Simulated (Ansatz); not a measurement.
**A computed series for CdSe: response to strain**

Consider CdSe in the zinc blende structure (space group F-43m, No. 216; a = 6.0075 Å). Axes: x, y, z lie along the cube axes.

Strains are applied to the cell and any free atomic positions relax; under biaxial strain the out-of-plane vector relaxes too.

Level of theory: LDA, PAW, 420 eV (Ansatz, a first-principles code; scalar-relativistic without spin-orbit coupling).

Notes on the quantities. energy relative to the base: free energy F; pressure: mean of the normal stresses, compression positive.

```csv
case,ratio −ε⊥/ε∥,energy relative to the base,pressure
base,–,0 meV/atom,0.0 kbar
"biaxial strain −2.50 %, plane normal [111], relaxed out of plane",0.94,+10 meV/atom,15.8 kbar
"biaxial strain −2.08 %, plane normal [111], relaxed out of plane",0.94,+6.9 meV/atom,13.1 kbar
"biaxial strain −1.67 %, plane normal [111], relaxed out of plane",0.94,+4.4 meV/atom,10.5 kbar
"biaxial strain −1.25 %, plane normal [111], relaxed out of plane",0.94,+2.5 meV/atom,7.9 kbar
"biaxial strain −0.83 %, plane normal [111], relaxed out of plane",0.95,+1.1 meV/atom,5.2 kbar
"biaxial strain −0.42 %, plane normal [111], relaxed out of plane",–,+0.3 meV/atom,2.6 kbar
"biaxial strain +0.42 %, plane normal [111], relaxed out of plane",–,+0.3 meV/atom,-2.6 kbar
"biaxial strain +2.50 %, plane normal [111], relaxed out of plane",0.90,+9.6 meV/atom,-15.0 kbar
```

No phonon test of stability was made.
